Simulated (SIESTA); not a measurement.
SIESTA run on TiAl3 (I4/mmm, 4 atoms in the cell): self-consistent single point.

Method of the run: GGA PBEsol, numerical atomic orbitals TZP, PseudoDojo PBEsol standard norm-conserving potentials (rewritten from UPF to PSML) (SIESTA).

```
CELL_PARAMETERS angstrom
     -1.94990     1.94990     4.36757
      1.94990    -1.94990     4.36757
      1.94990     1.94990    -4.36757
ATOMIC_POSITIONS crystal
  Ti 0.00000 0.00000 0.00000
  Al 0.50000 0.50000 0.00000
  Al 0.75000 0.25000 0.50000
  Al 0.25000 0.75000 0.50000
```

Reference input (self-consistent single point, DFT, GGA PBE, numerical atomic orbitals TZP, PseudoDojo PBE standard norm-conserving potentials (rewritten from UPF to PSML)): XC.functional = GGA; XC.authors = PBE; potentials = PseudoDojo PBE standard; PAO.BasisSize = TZP; PAO.EnergyShift = 0.005 Ry; MeshCutoff = 350 Ry; kgrid.MonkhorstPack = 8 8 8; OccupationFunction = FD; ElectronicTemperature = 0.1 eV; MaxSCFIterations = 150; SCF.Mixer.Method = Pulay; SCF.Mixer.Weight = 0.1. This run's input differs from it in these lines:

```diff
@@ -1,2 +1,2 @@
-# files in the folder: Ti.psml Al.psml (PseudoDojo PBE standard)
+# files in the folder: Ti.psml Al.psml (PseudoDojo PBEsol standard)
 SystemName  TiAl3
@@ -25,3 +25,3 @@
 XC.functional                GGA
-XC.authors                   PBE
+XC.authors                   PBEsol
 PAO.BasisSize                TZP
```

Output (repeated stretches shortened):

```
        iscf     Eharris(eV)        E_KS(eV)     FreeEng(eV)     dDmax    Ef(eV) dHmax(eV)
   scf:    1    -1782.708904    -1802.438285    -1802.482607  1.855083 -5.697018  7.970210
   scf:    2    -1804.595772    -1803.708234    -1803.758498  0.050327 -5.932211  3.991734
   scf:    3    -1804.074919    -1804.075426    -1804.132964  0.053174 -6.167001  0.304538
   scf:    4    -1803.751160    -1803.997483    -1804.051938  0.059885 -6.057138  2.157013
   scf:    5    -1799.512537    -1802.745744    -1802.819793  0.101642 -6.582592  6.604401
   [... 3 lines left out ...]
   scf:    9    -1804.126203    -1804.126181    -1804.185004  0.000736 -6.188982  0.032491
   scf:   10    -1804.125963    -1804.126103    -1804.185028  0.000598 -6.192222  0.016673
   scf:   11    -1804.126179    -1804.126144    -1804.185036  0.000189 -6.191236  0.000822
   scf:   12    -1804.126148    -1804.126146    -1804.185036  0.000011 -6.191192  0.000071
SCF Convergence by DM+H criterion
max |DM_out - DM_in|         :     0.0000109007
max |H_out - H_in|      (eV) :     0.0000708969
SCF cycle converged after 12 iterations

Using DM_out to compute the final energy and forces

siesta: E_KS(eV) =            -1804.1261

siesta: E_KS - E_eggbox =     -1804.1261

siesta: Atomic forces (eV/Ang):
     1    0.000000    0.000000    0.000000
     2    0.000000    0.000000   -0.000000
     3   -0.000260    0.000260   -0.000000
     4    0.000260   -0.000260    0.000000
   Tot   -0.000000   -0.000000    0.000000
   Max    0.000260
   Res    0.000150    sqrt( Sum f_i^2 / 3N )
   Max    0.000260    constrained

Stress tensor Voigt[x,y,z,yz,xz,xy] (kbar):       63.56       63.56       67.50        0.07        0.07       -0.02
(Free)E + p*V (eV/cell)    -1806.8745
   [... lines left out ...]
siesta: FreeEng =     -1804.185036
   [... lines left out ...]
siesta:     0.039669   -0.000013    0.000045
siesta:    -0.000013    0.039669    0.000045
siesta:     0.000045    0.000045    0.042129

siesta: Cell volume =         66.423896 Ang**3

siesta: Pressure (static):
siesta:                Solid            Molecule  Units
siesta:          -0.00044098         -0.00044104  Ry/Bohr**3
siesta:          -0.04048906         -0.04049414  eV/Ang**3
siesta:         -64.87061821        -64.87876482  kBar
```

The run converged in 12 iterations. Against the reference run the pressure goes from -4.23 to -6.49 GPa.

The starting cell comes from a database of computed structures (which also holds hypothetical and non-ambient phases and stackings), without a prior relaxation at this level. Its lattice was rescaled by a random factor within 2.5 % of one. Spin polarisation is off. Values carry the incompleteness of an atom-centred basis. With a pressure of about -6 GPa the cell is away from its equilibrium volume at this level.

Cost on one core of a shared machine: roughly 4 min.
